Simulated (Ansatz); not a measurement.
Phonon-limited resistivity of NbAs (Pm-3m) against temperature in μΩ·cm, PBEsol, DFPT electron-phonon coupling, linearised Boltzmann equation (Ansatz, an electronic-structure program), harmonic crystal at a fixed cell.

```tsv
T	ρ
50 K	0.91
77 K	___
100 K	___
150 K	10.1
200 K	14.6
250 K	18.8
273 K	21
300 K	23
350 K	27
400 K	31
500 K	38
600 K	46
800 K	60
```

Problem. Some entries are withheld; supply them.

Solution. 
- 77 K, ρ: 3.1
- 100 K, ρ: 5.4

A metal at this level (no band gap). Only scattering by harmonic phonons is included (no impurities, grain boundaries, electron-electron scattering or thermal expansion). Spin-orbit coupling is left out. The squared frequency of the phonon mode least converged on the k mesh is uncertain by about 17 %. Halving the electron mesh (28x28x28) moves the resistivity by up to 5 %. Smearing 0.20 eV; phonons on a 4x4x4 q mesh, which this run doesn't test and which matters most at low temperature.

Computed structure with no diffraction record at hand here (it may be known, metastable or hypothetical): NbAs (Pm-3m).
